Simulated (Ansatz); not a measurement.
Band structure of MgF2 (Pnnm, 6 atoms in the cell).

```
CELL_PARAMETERS angstrom
      4.57943     0.00000     0.00000
      0.00000     4.66913     0.00000
      0.00000     0.00000     3.04935
ATOMIC_POSITIONS crystal
  Mg 0.50000 0.50000 0.50000
  Mg 0.00000 0.00000 0.00000
  F  0.78583 0.17982 0.50000
  F  0.21417 0.82018 0.50000
  F  0.28583 0.32018 0.00000
  F  0.71417 0.67982 0.00000
```

Computed with LDA (PW92), PAW files made with PBE (plane waves; Ansatz, a quantum-chemistry and plane-wave program).

Settings: kpoints.mp_grid.grid = 6 6 9; hamiltonian.xc = lda; hamiltonian.pseudopotentials = {kind: paw} (an earlier, softer set of the program's PAW files); scf.occupations.method = fixed; kpoints.band_path.npoints = 8.

The starting cell comes from a database of computed structures (which also holds hypothetical and non-ambient phases and stackings), without a prior relaxation at this level. Its lattice was rescaled by a random factor within 2.5 % of one.

Q: Predict the gap along the standard path and the places of the band edges.

A: The gap along the path is 6.82 eV, direct at Γ to within 0.01 eV.

Levels in eV from the top of the valence band on the path, bands 21 to 28:
```tsv
point	21	22	23	24	25	26	27	28
Γ	-0.69	-0.26	-0.26	0.00	6.82	11.85	11.99	13.19
X	-1.15	-1.15	-0.79	-0.79	11.54	11.54	14.56	14.56
S	-0.79	-0.79	-0.54	-0.54	12.44	12.44	13.18	13.18
Y	-0.93	-0.93	-0.28	-0.28	9.25	9.25	12.88	12.88
Z	-0.95	-0.95	-0.38	-0.38	9.21	9.21	13.37	13.37
U	-0.73	-0.73	-0.61	-0.61	12.39	12.39	13.06	13.06
R	-0.55	-0.55	-0.47	-0.47	12.95	12.95	12.97	12.97
T	-0.94	-0.94	-0.71	-0.71	10.92	10.92	10.98	10.98
```

Keys are those of Ansatz 0.2.
